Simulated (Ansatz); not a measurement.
GaP (F-43m), r2SCAN with spin-orbit coupling, rigid bands in Ansatz (a first-principles code): N_v = 2.27e19 cm⁻³ at 300 K and a hole conductivity mass of 0.481 mₑ.

Task: For 1e17 holes per cm³ at 300 K, place the Fermi level, estimate the Seebeck coefficient of a parabolic band with constant τ, and give mobility and conductivity for τ = 50 fs.

Result: The level lies k_BT ln(N_v/p) = 0.140 eV above the valence-band maximum. S ≈ +(k_B/e)[ln(N_v/p) + 5/2] = 683 μV/K, against 710 μV/K from the full bands (mean over directions). μ = eτ/m = 183 cm²/(V·s) and σ = peμ = 2.93 S/cm. τ is assumed, not computed.

Band transport and this doping are assumed; polarons and phonon drag are left out.
